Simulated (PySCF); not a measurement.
PySCF 2.14.0, MP2 (frozen core)/def2-svp: C[Si@H](Cl)C1=CCN=C1, 16 atoms. The geometry is a generated start, not checked to be a minimum at this level.

task: mp2
basis: def2-svp
two-electron scheme: exact four-centre integrals
frozen core: true
mf.init_guess: minao (default)
mf.DIIS: CDIIS (default)
mf.diis_space: 8 (default)
mf.conv_tol: 1e-09 (default)
basis functions (reference run): 160

On 4 threads, 1 BLAS thread. Build: conda-forge: OpenMP (GNU), OpenBLAS with its own threads, libcint, Libxc. Each setting ran once; only counts and results are compared.

Values of mol.max_memory tried: 8000 MB, 4000 MB, 2000 MB, 1000 MB, 500 MB, 300 MB, 200 MB.

**Question.** Which of these memory settings still run, and by which path?

**Answer.** It runs down to 200 MB, the lowest tried, with the same result. At 8000 MB: SCF integrals in memory, transformation in memory. From 1000 MB down: SCF integrals in memory, transformation through a file. From 500 MB down: direct SCF, transformation through a file.

| mol.max_memory | path | peak memory |
|---|---|---|
| 8000 MB | SCF integrals in memory, transformation in memory | 1.0 GiB |
| 4000 MB | SCF integrals in memory, transformation in memory | 1.0 GiB |
| 2000 MB | SCF integrals in memory, transformation in memory | 1.0 GiB |
| 1000 MB | SCF integrals in memory, transformation through a file | 1.4 GiB |
| 500 MB | direct SCF, transformation through a file | 0.77 GiB |
| 300 MB | direct SCF, transformation through a file | 0.77 GiB |
| 200 MB | direct SCF, transformation through a file | 0.77 GiB |

Peak memory is the kernel's count for the largest process, libraries included and scratch files not. The peak passes the setting at 1000 MB, 500 MB, 300 MB, 200 MB: it is no hard cap. MP2's transformation through a file may take 2000 MB even at lower settings.
